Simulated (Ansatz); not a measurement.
Input:

```
LiCl
1.0
    0.00000     2.55623     2.55623
    2.55623     0.00000     2.55623
    2.55623     2.55623     0.00000
Li Cl
1 1
Direct
  0.00000   0.00000   0.00000
  0.50000   0.50000   0.50000
```

A single point on NaCl with a change (Na → Li), its geometry relaxed with r2SCAN.

Level of theory: Ansatz (a quantum-chemistry and plane-wave program), HSE06, PAW, cutoff 420 eV, noncollinear with spin-orbit coupling. Settings: 8×8×8 k-points, 0.01 eV Fermi–Dirac smearing.

Problem. What band gap does the calculation give?

Solution. 7.74 eV.

Problem. Estimate the valence-band top at Γ (three highest Kramers pairs, from the VBM).

Solution. 0.00, 0.00, -0.14 eV.

Single points use the geometry relaxed with r2SCAN. No phonon test of stability was made. The cell was made from NaCl by this change: Na → Li.
